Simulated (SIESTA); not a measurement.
A user runs SIESTA on Ni2ClO3 (Pnma, 24 atoms in the cell) and asks whether the run is sound. The aim is a self-consistent single point with DFT, GGA PBEsol, numerical atomic orbitals DZP, PseudoDojo PBEsol standard norm-conserving potentials (rewritten from UPF to PSML).

Input as run:

```
# files in the folder: Ni.psml Cl.psml O.psml (PseudoDojo PBEsol standard)
SystemName  Ni2ClO3
SystemLabel siesta

NumberOfAtoms                24
NumberOfSpecies              3
%block ChemicalSpeciesLabel
  1 28 Ni
  2 17 Cl
  3 8 O
%endblock ChemicalSpeciesLabel
LatticeConstant              5.782900 Ang
%block LatticeVectors
     1.000000000    0.000000000    0.000000000
     0.000000000    1.096654620    0.000000000
     0.000000000    0.000000000    1.444945788
%endblock LatticeVectors
AtomicCoordinatesFormat      ScaledCartesian
%block AtomicCoordinatesAndAtomicSpecies
     0.500000000    0.000000000    0.722472894  1
     0.000000000    0.000000000    0.000000000  1
     0.000000000    0.548327310    0.000000000  1
     0.500000000    0.548327310    0.722472894  1
     0.298100000    0.822490965    1.089561372  1
     0.701900000    0.274163655    0.355384417  1
     0.201900000    0.274163655    0.367088478  1
     0.798100000    0.822490965    1.077857311  1
     0.324360000    0.822490965    0.042640350  2
     0.675640000    0.274163655    1.402305438  2
     0.175640000    0.274163655    0.765113244  2
     0.824360000    0.822490965    0.679832544  2
     0.310000000    0.822490965    0.757758470  3
     0.690000000    0.274163655    0.687187318  3
     0.190000000    0.274163655    0.035285576  3
     0.810000000    0.822490965    1.409660212  3
     0.044280000    1.038279694    1.118561434  3
     0.955720000    0.058374925    0.326384355  3
     0.455720000    0.058374925    0.396088540  3
     0.544280000    1.038279694    1.048857249  3
     0.544280000    0.606702235    1.048857249  3
     0.455720000    0.489952384    0.396088540  3
     0.955720000    0.489952384    0.326384355  3
     0.044280000    0.606702235    1.118561434  3
%endblock AtomicCoordinatesAndAtomicSpecies

XC.functional                GGA
XC.authors                   PBEsol
PAO.BasisSize                DZP
PAO.EnergyShift              0.01 Ry
MeshCutoff                   300 Ry
%block kgrid.MonkhorstPack
    3   0   0  0.5
    0   3   0  0.5
    0   0   2  0.5
%endblock kgrid.MonkhorstPack
OccupationFunction           FD
ElectronicTemperature        100.0 meV

MaxSCFIterations             150
SCF.Mixer.Method             Broyden
SCF.Mixer.Weight             0.1
SCF.Mixer.History            6
SCF.DM.Tolerance             1.0E-04
Diag.ParallelOverK           true
WriteForces                  true
Charge.Mulliken              end
```

The program printed (abridged):

```
reinit: Reading from file input.fdf

reinit: System Name: Ni2ClO3
reinit: System Label: siesta

coor:   Atomic-coordinates input format  =     Cartesian coordinates
coor:                                          (in units of alat)

siesta: Atomic coordinates (Bohr) and species
   [... lines left out ...]
diag: Absolute tolerance                            =  0.100E-15
diag: Orthogonalization factor                      =  0.100E-05
diag: Memory factor                                 =  1.0000

superc: Internal auxiliary supercell:     5 x     3 x     3  =      45
superc: Number of atoms, orbitals, and projectors:   1080  16200  16740

                        Single-point calculation

superc: Internal auxiliary supercell:     5 x     3 x     3  =      45
superc: Number of atoms, orbitals, and projectors:   1080  16200  16740

outcell: Unit cell vectors (Ang):
        5.782900    0.000000    0.000000
        0.000000    6.341844    0.000000
        0.000000    0.000000    8.355977

outcell: Cell vector modules (Ang)   :    5.782900    6.341844    8.355977
outcell: Cell angles (23,13,12) (deg):     90.0000     90.0000     90.0000
outcell: Cell volume (Ang**3)        :    306.4492
new_DM -- step:     1
Initializing Density Matrix...

Attempting to read DM from file... Failed...
DM filled with atomic data:

InitMesh: MESH = 64 x 72 x 90 = 414720
InitMesh: Mesh cutoff (required, used) =   300.000   320.621 Ry

stepf: Fermi-Dirac step function
        iscf     Eharris(eV)        E_KS(eV)     FreeEng(eV)     dDmax    Ef(eV) dHmax(eV)
   scf:    1   -42975.943341   -43408.565622   -43409.129067  1.155090 -1.465360 42.381945
   scf:    2   -43624.694488   -43558.719208   -43559.461998  0.743251 -3.304480 27.542791
   scf:    3   -43549.984588   -43607.224029   -43607.643488  0.549230 -4.705017 15.353844
   scf:    4   -43626.454637   -43623.750890   -43624.132756  0.177147 -4.857383  7.180242
   scf:    5   -43527.384829   -43602.597830   -43603.294025  0.407623 -4.255322 17.954491
   [... lines left out ...]
   scf:   20   -43630.341990   -43630.341854   -43630.859926  0.000108 -4.978688  0.001129
   scf:   21   -43630.341920   -43630.341887   -43630.859926  0.000062 -4.978720  0.002841
   scf:   22   -43630.341903   -43630.341895   -43630.859926  0.000069 -4.978723  0.001178
   scf:   23   -43630.341896   -43630.341896   -43630.859926  0.000035 -4.978718  0.001359
   scf:   24   -43630.341895   -43630.341895   -43630.859926  0.000038 -4.978716  0.001072
   scf:   25   -43630.341902   -43630.341899   -43630.859926  0.000024 -4.978717  0.000691
SCF Convergence by DM+H criterion
max |DM_out - DM_in|         :     0.0000238405
max |H_out - H_in|      (eV) :     0.0006913683
SCF cycle converged after 25 iterations

Using DM_out to compute the final energy and forces

siesta: E_KS(eV) =           -43630.3419

siesta: E_KS - E_eggbox =    -43630.3419

siesta: Atomic forces (eV/Ang):
     1    0.000000   -0.000000   -0.000000
     2   -0.000000   -0.000000   -0.000000
     3   -0.000000   -0.000000   -0.000000
   [... 21 lines left out ...]
   Tot    0.000000    0.000000    0.000004
   Max    0.638265
   Res    0.314769    sqrt( Sum f_i^2 / 3N )
   Max    0.638265    constrained

Stress tensor Voigt[x,y,z,yz,xz,xy] (kbar):      147.77      149.28      151.39       -0.00       -0.00        0.00
   [... lines left out ...]
siesta: FreeEng =    -43630.859926
siesta: Cell volume =        306.449187 Ang**3
siesta:        -149.48145898       -146.02111130  kBar
   [... lines left out ...]
    14    -0.360716    6.360716  O
    15    -0.360718    6.360718  O
    16    -0.360718    6.360718  O
    17    -0.369765    6.369765  O
    18    -0.369765    6.369765  O
    19    -0.369763    6.369763  O
    20    -0.369763    6.369763  O
    21    -0.369765    6.369765  O
    22    -0.369766    6.369766  O
    23    -0.369766    6.369766  O
    24    -0.369766    6.369766  O
 Total     0.000000
```

Task: Is anything amiss in this input, and did it matter?

Result: The run is not sound. The fault is no spin polarisation for a cell with magnetic atoms. A run without spin cannot form moments, so any exchange energy of the magnetic state is missed. To fix it, switch spin polarisation on and give starting moments. The run converged in 25 iterations without an error; against the sound input the free energy rises by 10.0 meV/atom, the pressure goes from -14.40 to -14.95 GPa, the largest force goes from 0.729 to 0.678 eV/Å and the net moment of 0.15 μB/atom is absent without spin.

An input that runs soundly differs in these lines (not the only fix; some lines may just follow from the change or write a value another way):
```diff
+Spin                         polarized
+%block DM.InitSpin
+  1 +2.00
+  2 +2.00
+  3 +2.00
+  4 +2.00
+  5 +2.00
+  6 +2.00
+  7 +2.00
+  8 +2.00
+  9 +0.00
+  10 +0.00
+  11 +0.00
+  12 +0.00
+  13 +0.00
+  14 +0.00
+  15 +0.00
+  16 +0.00
+  17 +0.00
+  18 +0.00
+  19 +0.00
+  20 +0.00
+  21 +0.00
+  22 +0.00
+  23 +0.00
+  24 +0.00
+%endblock DM.InitSpin
```

With that input, the run converged in 29 iterations: free energy E − TS -43631.1000 eV; top of the valence band (on the code's own zero) -5.08 eV; gap on the k-point mesh 0.19 eV; pressure -14.40 GPa; largest force (vector length) 0.729 eV/Å (DFT, GGA PBEsol, numerical atomic orbitals DZP, PseudoDojo PBEsol standard norm-conserving potentials (rewritten from UPF to PSML)).

On the sound input: the starting cell comes from a database of computed structures (which also holds hypothetical and non-ambient phases and stackings), without a prior relaxation at this level. Its lattice was rescaled by a random factor within 2.5 % of one. The magnetic order is the one reached from the typed start; others were not searched systematically. Values carry the incompleteness of an atom-centred basis. With a pressure of about -14 GPa the cell is away from its equilibrium volume at this level. The shifted mesh does not hold Γ, so a gap read on it misses any band edge there.
